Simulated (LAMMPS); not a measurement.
An MD run on a symmetric tilt boundary about [1-10] in CdSe (zinc blende), boundary plane (332).

Level of theory: classical MD, pair style sw, file CdTeZnSeHgS0.sw (LAMMPS).

Σ11, energy 0.67 J/m² at 0 K; heated in steps, 60 ps sampled at each, free outer surfaces; steps at which the grains lost their order are left out.

| T (K) | disordered width (Å) | disordered share in the grains |
|---|---|---|
| 750 | 1.5 | 0.00 |
| 1050 | 1.9 | 0.00 |
| 1200 | 2.2 | 0.00 |
| 1350 | (withheld) | 0.00 |
| 1455 | (withheld) | 0.01 |

### Question
Fill in the missing entries.

### Answer

- 1455, disordered width (Å): 2.7
- 1350, disordered width (Å): 2.4
